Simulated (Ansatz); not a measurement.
## Step by step: formation energy of PbF2 (fluorite, Fm-3m) from the elements

We look at the formation energy of PbF2 (fluorite, Fm-3m) from the elements. Reaction: Pb (fcc) + F2 (gas) → PbF2 (fluorite). Negative: the products are lower in energy. The value is per atom of the solid.

PbF2 (fluorite, Fm-3m), 3 atoms in the cell. Conventional cell: a = b = c = 5.962 Å, α = β = γ = 90.00°.

Setting: static, neutral cells in Ansatz (PAW) whose structures rest at the PBE+D3(BJ) level. Ansatz (a quantum-chemistry and plane-wave program) runs with its default PAW set. Other levels take these structures. The lattices are those relaxed with PBE+D3(BJ), so at other levels the solids can be strained, which adds to the spread. A dispersion term (D3(BJ), or D4 for r2SCAN) was computed beside these levels and is taken off wherever the name lacks it. Spin-orbit coupling is left out.

Total energies of the cells in eV, at zero smearing width. They compare only within one column; the weights balance every element.

| cell | atoms | weight | r2SCAN | PBEsol |
|---|---|---|---|---|
| PbF2 (fluorite) | 3 | +1 | -13542.23282 | -13357.22492 |
| Pb (fcc) | 1 | −1 | -11920.85511 | -11754.94391 |
| F2 (gas) | 2 | −1 | -1613.70518 | -1595.28167 |

r2SCAN: (-13542.23282) − (-11920.85511) − (-1613.70518) = -7.673 eV; dividing by 3 atoms gives -2.56 eV/atom.

PBEsol: (-13357.22492) − (-11754.94391) − (-1595.28167) = -6.999 eV; dividing by 3 atoms gives -2.33 eV/atom.

What follows from the r2SCAN value: A formula unit of PbF2 has 3 atoms, so it forms with -2.5575 × 3 = -7.673 eV, or -740.3 kJ/mol at 96.485 kJ/mol per eV.
